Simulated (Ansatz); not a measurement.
Results of PBE0 (plane waves, PAW; Ansatz, a program for electronic structure) for rock-salt MnS (model structure).

Run with plane-wave cutoff 500 eV, 8×8×8 k mesh, Fermi–Dirac smearing 0.05 eV, ferromagnetic start, spin-polarised with parallel moments, scalar-relativistic PAW data made under PBE.

Cell (relaxed with r²SCAN):

Space group Fm-3m (No. 225); a = b = c = 5.2200 Å, α = β = γ = 90.00°

```json
[
 {"atom": "Mn", "site": "4a", "symmetry": "m-3m", "x": "0.0000", "y": "0.0000", "z": "0.0000"},
 {"atom": "S", "site": "4b", "symmetry": "m-3m", "x": "0.5000", "y": "0.5000", "z": "0.5000"}
]
```
(The calculation used a cell of 4 atoms; values per cell refer to that cell.)

Q: What does this level give for the band gap?

A: 
band gap: 1.68 eV (on the SCF k mesh)

Note: exact exchange on metals is sensitive to the k mesh and can open a false gap; the magnetic order was assumed, not searched for or taken from measurement; cell and atoms aren't relaxed at this level (pressure 1.2 GPa).

Computed values are for the static lattice.

A model structure was made by putting elements into a prototype or built by hand; here it ended with the formula and space group of a phase in our tables.
